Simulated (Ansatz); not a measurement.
## Response to strain in GaP

The parent structure is GaP in the zinc blende structure (space group F-43m, No. 216).

```
CELL_PARAMETERS angstrom
      0.00000     2.72566     2.72566
      2.72566     0.00000     2.72566
      2.72566     2.72566     0.00000
ATOMIC_POSITIONS crystal
  Ga 0.00000 0.00000 0.00000
  P  0.25000 0.25000 0.25000
```

Cartesian axes are those of the cell as printed.

Strains are applied to the cell and any free atomic positions relax; under biaxial strain the out-of-plane vector relaxes too.

Calculations: Kohn–Sham DFT with the r2SCAN functional, run in Ansatz (an electronic-structure program) with PAW and 500 eV plane waves, no spin-orbit coupling.

Notes on the quantities. pressure: mean of the normal stresses, compression positive.

```json
[
 {"change": "base", "out-of-plane strain": "–", "smallest direct gap": "2.36 eV", "pressure": "0.0 kbar", "band gap": "1.85 eV"},
 {"change": "biaxial strain +0.42 %, plane normal [111], relaxed out of plane", "out-of-plane strain": "-0.17 %", "smallest direct gap": "2.27 eV", "pressure": "-5.7 kbar", "band gap": "1.83 eV"},
 {"change": "biaxial strain +0.83 %, plane normal [111], relaxed out of plane", "out-of-plane strain": "-0.34 %", "smallest direct gap": "2.18 eV", "pressure": "-11.1 kbar", "band gap": "1.80 eV"},
 {"change": "biaxial strain +1.25 %, plane normal [111], relaxed out of plane", "out-of-plane strain": "-0.51 %", "smallest direct gap": "2.09 eV", "pressure": "-16.5 kbar", "band gap": "1.71 eV"},
 {"change": "biaxial strain +1.67 %, plane normal [111], relaxed out of plane", "out-of-plane strain": "-0.68 %", "smallest direct gap": "1.99 eV", "pressure": "-21.6 kbar", "band gap": "1.61 eV"},
 {"change": "biaxial strain +2.08 %, plane normal [111], relaxed out of plane", "out-of-plane strain": "-0.84 %", "smallest direct gap": "1.90 eV", "pressure": "-26.5 kbar", "band gap": "1.51 eV"},
 {"change": "biaxial strain +2.50 %, plane normal [111], relaxed out of plane", "out-of-plane strain": "-1.00 %", "smallest direct gap": "1.81 eV", "pressure": "-31.3 kbar", "band gap": "1.42 eV"}
]
```

No phonon test of stability was made.
